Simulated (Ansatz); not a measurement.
A self-consistent single point of LuCuSe₂ (P1, 4 atoms in the cell) with Ansatz (an electronic-structure program).

Level of theory: PBEsol, PAW files made with PBE (plane waves; Ansatz).

The change in words: atoms moved at random. Reference geometry:
```xyz
4
Lattice="4.0923 0.0000 0.0000 -2.0461 3.5440 0.0000 0.0000 0.0000 6.4792" Properties=species:S:1:pos:R:3 pbc="T T T"
Lu     0.0000     0.0000     5.1737
Cu     2.0461     1.1813     1.2214
Se     0.0000     2.3627     0.4205
Se     2.0461     1.1813     3.6755
```

Reference input (self-consistent single point, DFT, PBEsol, plane waves, PAW files made with PBE): kpoints.mp_grid.grid = 6 6 4; hamiltonian.xc = pbesol; hamiltonian.pseudopotentials = {kind: paw} (the program's default PAW files); scf.occupations.method = fixed. This run's input differs from it in these lines:

Ansatz 0.2 input:
```diff
@@ -6,6 +6,6 @@
   atoms:
-    - { symbol: Lu, position: [0.000000, 0.000000, 0.798510] }
-    - { symbol: Cu, position: [0.666667, 0.333333, 0.188510] }
-    - { symbol: Se, position: [0.333333, 0.666667, 0.064900] }
-    - { symbol: Se, position: [0.666667, 0.333333, 0.567280] }
+    - { symbol: Lu, position: [-0.000374, 0.006132, 0.802472] }
+    - { symbol: Cu, position: [0.686990, 0.343644, 0.187001] }
+    - { symbol: Se, position: [0.323969, 0.651235, 0.061371] }
+    - { symbol: Se, position: [0.656082, 0.332322, 0.568356] }
 kpoints:
```

The program printed (abridged):

```
SCF iter   1: F=—  HF=-32061.069136 eV  |F-HF|=—  |Δ(HF+E_count)|=         —  Δρ=2.67e-1  dr2=1.06e2  ethr=3.10e-3  ⟨swp⟩=5.0  Hψ=12704  notcnv=0  defer=408
all-band conjugate gradients solve this SCF's bands
   [... lines left out ...]
SCF iter  12: F=—  HF=-32053.768085 eV  |F-HF|=—  |Δ(HF+E_count)|=   7.30e-6  Δρ=4.79e-5  dr2=1.30e-6  ethr=5.46e-8  ⟨swp⟩=2.1  Hψ=5904  notcnv=0  defer=139
SCF iter  13: F=—  HF=-32053.768086 eV  |F-HF|=—  |Δ(HF+E_count)|=   2.75e-7  Δρ=2.95e-5  dr2=5.52e-7  ethr=1.72e-9  ⟨swp⟩=3.1  Hψ=7224  notcnv=0  defer=140
SCF iter  14: F=—  HF=-32053.768085 eV  |F-HF|=—  |Δ(HF+E_count)|=   1.39e-7  Δρ=1.16e-5  dr2=9.28e-8  ethr=1.32e-10  ⟨swp⟩=15.4  Hψ=30099  notcnv=0
SCF iter  15: F=-32053.768085 eV  HF=-32053.768085 eV  |F-HF|=8.38e-9  |Δ(HF+E_count)|=   8.14e-8  Δρ=3.87e-6  dr2=9.83e-9  ethr=1.22e-10  ⟨swp⟩=6.3  Hψ=17296  notcnv=0
SCF 1 converged in 15 iterations: F = -32053.768085 eV  dr2 = 9.83e-9
Free energy (F): -32053.768085 eV
Internal energy: -32053.768085 eV  (E = F + TS)
E sigma→0 (E₀):  -32053.768085 eV
Fermi energy:    9.917797 eV
--- Forces (eV/Å), atoms counted from 1 ---
  atom   1  Lu    -0.06234582    -0.14918927    -0.28379183
  atom   2  Cu    -0.18118407    -0.14115377     0.02128822
  atom   3  Se     0.13885629     0.28437335     0.16328883
  atom   4  Se     0.10467547     0.00596505     0.09918968
--- Stress (GPa, compression-positive) ---
       -4.971611       0.394100      -0.431065
        0.394100      -5.373786       0.143151
       -0.431065       0.143151      -5.286634
  P = ⅓ Tr σ = -5.2107 GPa (-52.107 kbar)
  The stress holds the Pulay correction. Without it, at fixed plane waves, as pw.x and ABINIT print it: P = -5.2596 GPa
```

The run converged in 15 iterations. Against the reference run the free energy rises by 5.8 meV/atom, the pressure goes from -5.46 to -5.21 GPa, the largest force goes from 0.119 to 0.356 eV/Å and the gap on the mesh goes from 0.942 to 0.971 eV.

The starting cell comes from a database of computed structures (which also holds hypothetical and non-ambient phases and stackings), without a prior relaxation at this level. Its lattice was rescaled by a random factor within 2.5 % of one. For this run, on top of that: atoms moved at random. Spin-orbit coupling is off. With a pressure of about -5 GPa the cell is away from its equilibrium volume at this level. Ansatz's pressure includes its estimate of the finite-basis (Pulay) stress.
